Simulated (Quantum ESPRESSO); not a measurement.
## Refining one setting for LiCdPO4 (Pnma, 28 atoms in the cell)

```
CELL_PARAMETERS angstrom
     10.93316     0.00000     0.00000
      0.00000     6.37518     0.00000
      0.00000     0.00000     4.86350
ATOMIC_POSITIONS crystal
  Li 0.50000 0.50000 0.00000
  Li 0.00000 0.50000 0.50000
  Li 0.00000 0.00000 0.50000
  Li 0.50000 0.00000 0.00000
  Cd 0.28362 0.75000 0.54205
  Cd 0.71638 0.25000 0.45795
  Cd 0.21638 0.25000 0.04205
  Cd 0.78362 0.75000 0.95795
  P  0.58821 0.75000 0.39635
  P  0.41179 0.25000 0.60365
  P  0.91179 0.25000 0.89635
  P  0.08821 0.75000 0.10365
  O  0.34566 0.05474 0.73575
  O  0.65434 0.94526 0.26425
  O  0.15434 0.94526 0.23575
  O  0.84566 0.05474 0.76425
  O  0.84566 0.44526 0.76425
  O  0.15434 0.55474 0.23575
  O  0.65434 0.55474 0.26425
  O  0.34566 0.44526 0.73575
  O  0.09206 0.75000 0.78778
  O  0.90794 0.25000 0.21222
  O  0.40794 0.25000 0.28778
  O  0.59206 0.75000 0.71222
  O  0.95637 0.75000 0.22602
  O  0.04363 0.25000 0.77398
  O  0.54363 0.25000 0.72602
  O  0.45637 0.75000 0.27398
```

Method: PBEsol, GBRV 1.5 ultrasoft (PBESOL) pseudopotentials (plane waves; Quantum ESPRESSO 7.5).

The starting cell comes from a database of computed structures (which also holds hypothetical and non-ambient phases and stackings), without a prior relaxation at this level. In the base run, with a pressure of about -4 GPa the cell is away from its equilibrium volume at this level.

Held fixed: ecutwfc = 40 Ry; ecutrho = 200 Ry; occupations = smearing; smearing = fermi-dirac; degauss = 0.0036749 Ry; conv_thr = 1e-10 Ry.

ΔF is the free energy per atom less that of the last row (automatic 2 3 5 0 0 0).

```tsv
K_POINTS	ΔF (meV/atom)	pressure (GPa)	largest force (eV/Å)	gap on the mesh (eV)	k-points	plane waves
automatic 1 1 1 0 0 0	49.9	-4.32	0.345	3.001	1	9739
automatic 1 2 2 0 0 0	2.4	-3.81	0.109	3.089	4	9796
automatic 2 2 3 0 0 0	0.78	-3.81	0.102	3.097	8	9796
automatic 2 3 5 0 0 0	0.00	-3.81	0.099	3.100	12	9790
```

Energy within 1 meV/atom of the last row: from K_POINTS = automatic 2 2 3 0 0 0 on; the one before it is off by 2.4 meV/atom. Only the last setting checks this, so the series should go further.

The gap is read on the k-point mesh of the run and can differ from the gap over the whole zone at this level.
